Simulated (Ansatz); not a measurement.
# Pt: response to strain

The reference is Pt in the fcc (Cu type) structure (space group Fm-3m, No. 225; relaxed with 0.1 eV smearing).

```
CELL_PARAMETERS angstrom
      0.00000     1.98603     1.98603
      1.98603     0.00000     1.98603
      1.98603     1.98603     0.00000
ATOMIC_POSITIONS crystal
  Pt 0.00000 0.00000 0.00000
```

Strains are applied to the cell and any free atomic positions relax.

Method: Ansatz (a quantum-chemistry and plane-wave program) PBE, no spin-orbit coupling.

```tsv
isotropic strain (%)	pressure (GPa)
-2.5	23.0
-1.5	12.6
-1	8.1
-0.5	?
0	0.0
0.5	-3.5
1	-6.8
1.5	-9.7
2	-12.4
```

Q: Fit P = P₀ − Bδ + Cδ² with δ = (1 + ε)³ − 1 to the rows shown and predict the withheld row.

A: Least squares on the printed values gives P₀ = 0.0 GPa, B = 252 GPa, C = 839 GPa (largest residual 0.2 GPa); this predicts 3.9 GPa, and the run gives 3.9 GPa, in agreement.

No phonon test of stability was made. The final runs are not spin-polarised. Pt lies near a magnetic instability that expansion can trigger; it was not tested.
